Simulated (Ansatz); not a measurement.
GaN (model structure, P6₂22, No. 180, 6 atoms in the cell) was calculated with LDA (PAW; Ansatz, a first-principles code).

Numerical settings: plane-wave cutoff 520 eV, 12×12×6 k mesh (along the axes of the cell as run), Fermi–Dirac smearing 0.01 eV, scalar-relativistic PAW data made under PBE.

Cell (relaxed at this level):

```cif
data_Ga3N3
_chemical_formula_sum 'Ga3 N3'
_space_group_name_H-M_alt 'P6222'
_space_group_IT_number 180
_space_group_name_Hall 'P 62 2 (0 0 4)'
_cell_length_a 3.09677
_cell_length_b 3.09677
_cell_length_c 7.28509
_cell_angle_alpha 90.000
_cell_angle_beta 90.000
_cell_angle_gamma 120.000
loop_
_atom_site_label
_atom_site_type_symbol
_atom_site_symmetry_multiplicity
_atom_site_Wyckoff_symbol
_atom_site_fract_x
_atom_site_fract_y
_atom_site_fract_z
_atom_site_occupancy
Ga1 Ga 3 d 0.50000 0.00000 0.50000 1
N1 N 3 c 0.50000 0.00000 0.00000 1
```

Q: What does this level give for the band gap and bulk modulus?

A: 
* **band gap**: 1.78 eV (on the SCF k mesh)
* **bulk modulus**: 215 GPa

Note: the bulk modulus is −V dP/dV from two relaxed cells at ±2 % in volume; the relaxation could raise the start's symmetry but not lower it, so the cell can be a saddle point.

Spin–orbit coupling is not included.

A model structure was made by putting elements into a prototype or built by hand; it is no filed structure, need not be a known phase, and can be a saddle point held by its symmetry.
